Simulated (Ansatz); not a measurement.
**Pt: biaxial strain −1.67 %, plane normal [111], relaxed out of plane**

The reference is Pt in the fcc (Cu type) structure (space group Fm-3m, No. 225; a = 3.9418 Å; relaxed with 0.1 eV smearing). Axes: x, y, z lie along the cube axes.

One thing is altered: biaxial strain −1.67 %, plane normal [111], relaxed out of plane (Cartesian); in-plane vectors clamped, the third vector and the atoms free.

All numbers come from r2SCAN, PAW, 500 eV (Ansatz, a program for electronic structure; no SOC). Settings: 29×29×29 k-points, 0.1 eV Fermi–Dirac smearing.

```tsv
quantity	base	changed	shift
volume per atom	15.31 Å³	15.12 Å³	-0.19 Å³
space group	Fm-3m (No. 225)	R-3m (No. 166)	–
shortest interatomic distance	2.787 Å	2.741 Å	-0.0465 Å
energy relative to the base (free energy F)	0 meV/atom	+9.2 meV/atom	+9.2 meV/atom
pressure (mean of the normal stresses, compression positive)	0.0 GPa	4.0 GPa	+4.0 GPa
band gap	zero	zero	–
out-of-plane strain	–	+2.11 %	–
ratio −ε⊥/ε∥	–	1.26	–
mean in-plane stress (compression positive)	–	+6.0 GPa	–
```

Final structure (turned so that z lies along the plane normal):

```
Pt
1.0
    2.74070     0.00000     0.00000
    1.37035     2.37352     0.00000
    1.37035    -0.79117     2.32380
Pt
1
Direct
  0.00000   0.00000   0.00000
```

Whether these cells are dynamically stable was not tested. The final runs are not spin-polarised.
